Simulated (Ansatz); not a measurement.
## Fermi-surface data of Rh (R-3m)

Input:

```xyz
1
Lattice="-0.0055 1.8856 1.8856 1.8856 -0.0055 1.8856 1.8856 1.8856 -0.0055" Properties=species:S:1:pos:R:3 pbc="T T T"
Rh     0.0000     0.0000     0.0000
```

Computed with PBEsol, rigid bands (plane waves, PAW, scalar-relativistic; Ansatz, a program for electronic structure). Condition of this run: uniaxial stress along [111] of 2 GPa (compression positive) (the target of the relaxation). Cell: cell and atoms relaxed with PBEsol, then loaded as said.

The density of states at the Fermi level comes out as 1.23 states/(eV·cell), both spins. The bare Sommerfeld coefficient comes out as 2.9 mJ/(mol of atoms·K²). The drude plasma energy is 10.2 eV. The root-mean-square Fermi velocity is 6.6e5 m/s, the resistivity times τ is 4.7 ×10⁻²² Ω·m·s and the resistivity times mean free path is 3.3 ×10⁻¹⁶ Ω·m².

A metal at this level (no band gap); rigid bands, thermally averaged at 300 K, both spins. Spin-orbit coupling is left out. τ is one relaxation time for all states; the product of resistivity and mean free path takes one path for all states instead.
